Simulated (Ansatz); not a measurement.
# What biaxial strain −0.50 %, plane normal [001], relaxed out of plane does to ZnSe

Base system: ZnSe in the zinc blende structure (space group F-43m, No. 216; a = 5.666 Å). Axes: x, y, z lie along the cube axes.

Modification: biaxial strain −0.50 %, plane normal [001], relaxed out of plane (Cartesian); in-plane vectors clamped, the third vector and the atoms free.

The values are results of Ansatz (a first-principles code), r2SCAN, PAW, cutoff 500 eV, spin-orbit coupling left out, not measurements. k-mesh 10×10×10 (Γ-centred); smearing 0.05 eV (Fermi–Dirac).

- Volume per atom: 22.63 Å³ (base 22.73 Å³)
- Space group: I-4m2 (No. 119) (base F-43m (No. 216))
- Shortest interatomic distance: 2.450 Å (base 2.453 Å)
- Energy relative to the base (free energy F): +0.3 meV/atom
- Band gap: 1.87 eV (base 1.87 eV)
- Gap character: direct at Γ (base direct at Γ)
- Electron mass: 0.12 mₑ (at Γ) (base 0.12 mₑ (at Γ))
- Valence-band top at Γ (three highest levels, from the VBM): 0.00, 0.00, -0.04 eV (base 0.00, 0.00, 0.00 eV)
- Valley order (the lowest conduction-band minima on the path, energy above the VBM, named in the base's zone): Γ 1.87 eV; L along [111] 3.05 eV; X along [010] 3.30 eV; X along [001] 3.35 eV (base Γ 1.87 eV; L along ⟨111⟩ 3.05 eV; X along ⟨100⟩ 3.34 eV)
- Out-of-plane strain: +0.57 %
- Mean in-plane stress (compression positive): +0.4 GPa

Cost of the whole job for the changed cell (relaxation, final SCF and bands): very roughly 80 core-seconds.

Masses are band curvatures over ±0.01 Å⁻¹ around the edge. Stability against distortions was not tested. Labels are those of the standard path for the cell's own space group.
